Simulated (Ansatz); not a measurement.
Start from Ca in the fcc (Cu type) structure (space group Fm-3m, No. 225; a = 5.5686 Å; relaxed with 0.1 eV smearing). Axes: x, y, z lie along the cube axes.

All numbers come from r2SCAN, PAW, 500 eV (Ansatz, an electronic-structure program; scalar-relativistic without spin-orbit coupling), earlier PAW set.

For the base:

```
Property           Result
---------------  --------
Volume per atom  43.17 Å³
```

One thing is altered: biaxial strain −3.55 %, plane normal [001], relaxed out of plane (Cartesian); in-plane vectors clamped, the third vector and the atoms free.

Task: What happens to the energy relative to the base?

Result: The energy grows by 7.2 meV/atom.

Task: How does this affect the volume per atom?

Result: The volume per atom falls by 1.28 Å³, from 43.17 Å³ to 41.89 Å³.

Whether these cells are dynamically stable was not tested.
